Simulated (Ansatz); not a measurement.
The reference is TiB2 (space group P6/mmm, No. 191; a = 2.994 Å, c = 3.160 Å). Axes: x lies along a and z along c of the hexagonal cell.

Level of theory: Ansatz (an electronic-structure program) LDA, no spin-orbit coupling.

The change: every lattice vector is shortened by 2.50 %, atoms relaxed at fixed cell.

**Question.** Predict the stress tensor and what it implies for the stiffness.

**Answer.** Stress of the strained cell less that of the base (GPa, compression positive):
```
   26.2     0.0     0.0
    0.0    26.2     0.0
    0.0     0.0    21.7
```

Then B = −ΔP/(ΔV/V₀) with ΔV/V₀ = -0.0731 gives secant stiffness values (nonlinear terms included at this strain): B (at held cell shape, above the free-shape value) ≈ 338 GPa.

As a check, the harmonic strain energy −½ V₀ Δσ:ε is 47 meV/atom; the computed energy rise is 43 meV/atom.

The mesh was chosen for an insulator and is coarse for the gapless case. Stability against distortions was not tested. All final runs are without spin polarisation.
